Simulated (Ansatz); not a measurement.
## A constructed model of the (111)A surface of zinc-blende GaAs, Ga-terminated, 2x2 Mg adatom at T4 (bottom of the slab: 3 H on 4 bottom sites)

Method: r2SCAN, at the PBE geometry and the start's symmetry (plane waves to 500 eV, PAW; Ansatz, a first-principles code).

Set-up: 36 atoms, 14.2 Å thick at the start with caps and adatoms; mesh 3x3x1; 0.025 eV smearing; dipole correction on; single point; on the structure that PBE left under its start's symmetry; spin-polarised, ending with about 1.0 μB a cell; orders that need a larger cell were not tried, no spin-orbit, no U. The program's check for a lower electronic state was not made. In PBE it lies 0.01 eV a 1x1 cell over the lowest computed structure of the same composition (2x2 Mg adatom at H3).

```
Item                                                                   Result
-----------------------------------------------  ----------------------------
gap of the slab on its k-mesh                                         0.40 eV
highest filled level below the top vacuum level                       3.93 eV
magnetic moment of the cell                                           1.00 μB
cost                                             very roughly 17 core-minutes
```
